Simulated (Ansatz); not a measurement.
# Cs2SnI6, element substitutions

The parent structure is Cs$_{2}$SnI$_{6}$ (space group Fm-3m, No. 225).

Cs2SnI6 is modelled in the cubic space group Fm-3m (No. 225), Pearson symbol cF36. Cell: a = 11.550 Å, b = 11.550 Å, c = 11.550 Å, α = 90.00°, β = 90.00°, γ = 90.00°. Cs on 8c sees 12 I at 4.084 Å (cuboctahedral). Sn on 4a has 6 I at 2.870 Å (octahedral). I on 24e is coordinated by 1 Sn at 2.870 Å and 4 Cs at 4.084 Å (square pyramidal). (Neighbours: up to the widest gap in distance over summed covalent radii, below 1.35, at either atom; cation-cation and far metal-metal contacts left out.)
(The calculation used a cell of 9 atoms; values per cell refer to that cell.)

Each row replaces one element on all its sites; cell and atoms are relaxed.

Method: PBEsol (Ansatz, a quantum-chemistry and plane-wave program; PAW; 420 eV plane waves; without spin-orbit coupling).

Candidates:
(a) Cs → Li
(b) Cs → Na
(c) Sn → Tl

Base values:

The lattice parameter a comes out as 1155.0 pm.

### Question
Order them by lattice parameter a, lowest first.

### Answer
(a) Cs → Li (1122.3 pm), (b) Cs → Na (1129.7 pm), (c) Sn → Tl (1152.0 pm)

With I present, leaving out spin-orbit coupling can change the band edges. Stability against distortions was not tested. As relaxed here, Li2SnI6, Na2SnI6 and Cs2TlI6 are hypothetical phases, not in the database extracts checked. All final runs are without spin polarisation. An odd electron count without spin: Cs2TlI6.
